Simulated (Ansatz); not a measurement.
Density of states of SnO2 (P4_2/mnm) below the valence band maximum, PBEsol, rigid bands (Ansatz, a program for electronic structure); cell volume 73.1 Å³.

(energy from edge (eV), 10⁻³ states/eV/cell): (0.006, 69.1); (0.031, 159); (0.056, 224); (0.081, 285); (0.106, 346); (0.131, 411); (0.156, 472); (0.181, 540); (0.206, 622); (0.231, 694); (0.256, 785); (0.281, 872); (0.319, 1030); (0.344, 1150); (0.369, 1270); (0.394, 1400); (0.419, 1560); (0.444, 1720); (0.469, 1920); (0.494, 2120); (0.519, 2340); (0.544, 2580); (0.569, 2850); (0.594, 3160)

Problem. What effective density of states at 300 K does this give (∫ g(E) exp(−E/k_BT) dE, both spins, divided by the cell's size)?

Solution. 4.7e19 cm⁻³, a density-of-states mass of 1.53 mₑ, valleys and band degeneracy included.

Spin-orbit coupling is left out; where it splits the top of the valence band, N_v and the p-type Seebeck coefficient come out somewhat high without it. Geometry: cell and atoms relaxed with PBEsol.
